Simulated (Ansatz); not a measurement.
Defect migration in silicon with all lengths changed by -1 %: interstitial Li, charge state +1. These are PBE, PAW (plane waves to 420 eV; Ansatz, a quantum-chemistry and plane-wave program) values and carry that method's errors.

Cell of 64 host sites held at the strained lattice (strain from the relaxed PBE one, atoms relaxed); a 2×2×2 k-point mesh shifted by half a step; Fermi-Dirac width 0.01 eV, spin-restricted; finite-size errors left in. Static, classical nuclei. The charge state is imposed; whether it is stable for some Fermi level was not computed. Sites that were not tried may lie lower.

Barriers: single points on a 3×3×3 k-point mesh shifted by half a step at the bands' geometries.

Relaxed starting cell (atoms counted from 1):

```
LiSi64
1.0
   10.83060     0.00000     0.00000
    0.00000    10.83060     0.00000
    0.00000     0.00000    10.83060
Si Li
64 1
Direct
  0.99970   0.99999   0.25202
  0.99974   0.99994   0.74922
  0.99960   0.50004   0.25020
  0.99976   0.49997   0.75086
  0.49971   0.00007   0.25025
  0.49973   0.99997   0.75091
  0.49968   0.50002   0.25098
  0.49967   0.50007   0.75018
  0.12540   0.37516   0.12619
  0.12401   0.37585   0.62460
  0.12907   0.87055   0.13001
  0.12534   0.87446   0.62549
  0.62374   0.37597   0.12489
  0.62458   0.37518   0.62550
  0.62465   0.87447   0.12617
  0.62376   0.87568   0.62461
  0.99976   0.25141   0.00072
  0.99956   0.24970   0.50056
  0.99962   0.74868   0.00058
  0.99967   0.75028   0.50057
  0.49963   0.24972   0.00061
  0.49974   0.25033   0.50057
  0.49974   0.75029   0.00060
  0.49954   0.74967   0.50060
  0.12522   0.12563   0.37568
  0.12918   0.12955   0.87107
  0.12405   0.62422   0.37628
  0.12520   0.62501   0.87501
  0.62384   0.12443   0.37639
  0.62460   0.12567   0.87501
  0.62447   0.62500   0.37573
  0.62382   0.62420   0.87609
  0.25101   0.99994   0.00046
  0.24945   0.00005   0.50056
  0.24943   0.50003   0.00047
  0.24989   0.50004   0.50048
  0.74829   0.00002   0.00051
  0.74996   0.00002   0.50051
  0.74992   0.50004   0.00053
  0.74933   0.50009   0.50058
  0.37478   0.37511   0.37575
  0.37561   0.37589   0.87615
  0.37559   0.87573   0.37641
  0.37478   0.87436   0.87500
  0.87523   0.37597   0.37646
  0.87420   0.37507   0.87505
  0.87413   0.87440   0.37566
  0.87018   0.87054   0.87110
  0.25002   0.25024   0.25087
  0.25321   0.25357   0.74696
  0.25328   0.74656   0.25401
  0.24998   0.74970   0.75026
  0.74616   0.25364   0.25404
  0.74945   0.25031   0.75029
  0.74939   0.74970   0.25089
  0.74620   0.74653   0.74691
  0.37469   0.12546   0.12606
  0.37564   0.12436   0.62470
  0.37560   0.62408   0.12489
  0.37469   0.62482   0.62541
  0.87020   0.12938   0.13010
  0.87410   0.12545   0.62556
  0.87403   0.62497   0.12606
  0.87538   0.62407   0.62469
  0.99982   0.00011   0.00043
```
Cell charge +1.

End state 1 differs by these moves (Å; atoms that move under 0.08 Å are left out):

```
atom  element    Δx     Δy     Δz
----  -------  ----  -----  -----
65         Li  1.35  -1.35  -1.35
```

**Question.** Give the forward and backward barriers to end state 1 at the level PBE, PAW.

**Answer.** forward 0.64 eV, backward 0.64 eV; at the saddle point atom 65 has neighbours 6 Si at 2.35 Å. The saddle point's order was not checked, and it lies on a symmetry element of the cell, where a band can be held.
